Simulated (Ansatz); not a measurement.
We consider fluorite HfO₂ (high-temperature phase), described by PBE-D4 (Ansatz, an electronic-structure program, plane waves, PAW).

Settings: plane-wave cutoff 520 eV, 12×12×12 k mesh, Fermi–Dirac smearing 0.01 eV, scalar-relativistic PAW data made under PBE.

Pressure at four volumes; x = ln(V/10.891 Å³). One pressure is withheld.

| V (Å³/atom) | x | P (GPa) |
|---|---|---|
| 10.237 | -0.0619 | 17.79 |
| 10.891 | 0.0000 | 0.01 |
| 11.326 | 0.0392 | -9.10 |
| 11.544 | 0.0582 | ? |

Problem. Pass a parabola P(x) through the three rows shown, estimate the bulk modulus and its pressure derivative near zero pressure, and predict the withheld pressure.

Solution. Slopes between the rows: (0.01 − (17.79))/(0.0000 − (-0.0619)) = -287.24 and (-9.10 − (0.01))/(0.0392 − (0.0000)) = -232.40 GPa. Their difference over the span 0.1011 is c = 54.84/0.1011 = 542.4 GPa, so P(x) = 17.79 + (-287.24)(x − (-0.0619)) + 542.4 (x − (-0.0619))(x − (0.0000)). At the middle row B = −dP/dx = −[-287.24 + 542.4 × 0.0619] = 253.7 GPa, and B′ = dB/dP = 2c/B = 4.3. At x = 0.0582 the parabola gives -12.92 GPa; the run gives -12.99 GPa. The Birch–Murnaghan fit to the energies at all volumes has B0 = 252 GPa and B′ = 4.2.

Measured, for comparison: bulk modulus 242 ± 16 GPa (room temperature, not corrected to a static lattice, nanocrystalline cubic HfO2, second-order Birch-Murnaghan; as tabulated in High-pressure structural stability, equation of state, and thermal expansion …). Computed (rounded) less measured: bulk modulus +4 % (inside the measured uncertainty). A static lattice is as a rule a little smaller and stiffer than an uncorrected measurement, which narrows the difference in the bulk modulus and would widen misses of the other sign.

Note: symmetry holds this phase in the static calculation, where it need not be a minimum; held by symmetry at 0 K, a high-temperature phase can be a saddle point.

Spin–orbit coupling is not included.
